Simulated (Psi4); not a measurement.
Psi4 1.11, unrestricted WB97X/def2-tzvp: [CH2]I, charge 0, multiplicity 2, 4 atoms. The geometry is a generated start, not checked to be a minimum at this level.

```
Quantity                                              Value
--------------------------  -------------------------------
task                                                 energy
method                                                wb97x
basis                                             def2-tzvp
memory                                                 3 GB
maxiter                                                 100
keys of the molecule block                      symmetry c1
scf_type                                       df (default)
e_convergence                               1e-06 (default)
d_convergence                               1e-06 (default)
dft_radial_points                              75 (default)
dft_spherical_points                          302 (default)
effective core potentials   those of the basis set, past Kr
basis functions                                          93
grid points                                           86305
```

```xyz
4

C     -0.2605     0.0034     0.1142
I      1.7881    -0.0256    -0.0137
H     -0.7475     0.9418    -0.0502
H     -0.7801    -0.9196    -0.0503
```

Charge 0 and multiplicity 2 are set for this test and not shown to be the ground state.

With the defaults (damping_percentage = 0, diis = true, scf_initial_accelerator = adiis, guess = auto, which took SAD, soscf = false, soscf_start_convergence = 0.01, level_shift = 0, level_shift_cutoff = 0.01, diis_max_vecs = 10) it converges in 10 SCF iterations. One run each on 2 threads, with these changes:
- diis_max_vecs = 3
- damping_percentage = 60
- guess = sadno
- guess = sap
- soscf = true, soscf_start_convergence = 0.1
- level_shift = 0.1, level_shift_cutoff = 0.001
- guess = modhuckel
- damping_percentage = 60, diis = false, scf_initial_accelerator = none
- soscf = true, soscf_start_convergence = 0.001

**Question.** Name the settings that don't reach the solution of the defaults.

**Answer.** No convergence: damping_percentage = 60; damping_percentage = 60, diis = false, scf_initial_accelerator = none (the run ends without SCF convergence in 100 iterations). The rest reach the solution of the defaults.

```
setting                                                                SCF iterations  JK calls             end
---------------------------------------------------------------------  --------------  --------  --------------
soscf = true, soscf_start_convergence = 0.1                                         6        22   same solution
soscf = true, soscf_start_convergence = 0.001                                       8        24   same solution
the defaults                                                                       10        11   same solution
level_shift = 0.1, level_shift_cutoff = 0.001                                      10        11   same solution
guess = modhuckel                                                                  12        30   same solution
guess = sadno                                                                      12        12   same solution
diis_max_vecs = 3                                                                  12        13   same solution
guess = sap                                                                        15        15   same solution
damping_percentage = 60                                                           100       101  no convergence
damping_percentage = 60, diis = false, scf_initial_accelerator = none             100       101  no convergence
```

An SOSCF iteration holds several JK calls; a Hückel guess adds calls on atoms.
